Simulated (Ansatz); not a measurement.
System: AlB2-type TiB2. Method: PBEsol (PAW; Ansatz, a quantum-chemistry and plane-wave program).

Numerical settings: plane-wave cutoff 560 eV, 18×18×12 k mesh (along the axes of the cell as run), Fermi–Dirac smearing 0.1 eV, perturbation theory, no spin polarisation, scalar-relativistic PAW data made under PBE.

Computed at the level's own relaxed cell.

```yaml
crystal:
  lattice:
    - [3.01719, 0.00000, 0.00000]
    - [-1.50859, 2.61296, 0.00000]
    - [0.00000, 0.00000, 3.18521]
  atoms:
    - { symbol: Ti, position: [0.00000, 0.00000, 0.00000] }
    - { symbol: B, position: [0.66667, 0.33333, 0.50000] }
    - { symbol: B, position: [0.33333, 0.66667, 0.50000] }
```

Harmonic phonon frequencies (cm⁻¹; i marks an imaginary mode):

```csv
q point,frequencies
Γ,0 0 0 526 526 529 563 905 905
M,308 330 370 524 530 561 798 844 875
K,344 344 351 549 549 646 763 763 922
A,305 305 348 431 431 525 628 915 915
```

No imaginary mode appears at these points.
